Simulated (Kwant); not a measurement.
Computed with Kwant: Hückel tight-binding model, one pz orbital an atom, one spin, coherent transport at 0 K. Conductance is in e²/h.

System: π system C=C1C=CC=C1 between two chain leads. The π system is taken as planar. Atoms are numbered from 0 in the order of the SMILES. Site energies (eV, carbon 0): [0.0, 0.0, 0.0, 0.0, 0.0, 0.0]. Bonds (i, j, β in eV): (0,1,-2.7) (1,2,-2.7) (2,3,-2.7) (3,4,-2.7) (4,5,-2.7) (5,1,-2.7). Leads: chains of hopping −4.1 eV, joined by −1.4 eV to atoms 2 and 5.

Site energies and bond integrals are typed Hückel values.

Sweep values stay those of the base run.

One input was changed, with this effect: transmission at E = 0 little changed (0.12); mean G over the sweep 0.18 → 0.12 e²/h.

### Question
Which change was it?
(A) contacts moved from atoms [2, 5] to [2, 3]
(B) contacts moved from atoms [2, 5] to [0, 2]
(C) contacts moved from atoms [2, 5] to [3, 4]
(D) contacts moved from atoms [2, 5] to [2, 4]
(E) contacts moved from atoms [2, 5] to [0, 3]

### Answer
A, contacts moved from atoms [2, 5] to [2, 3]
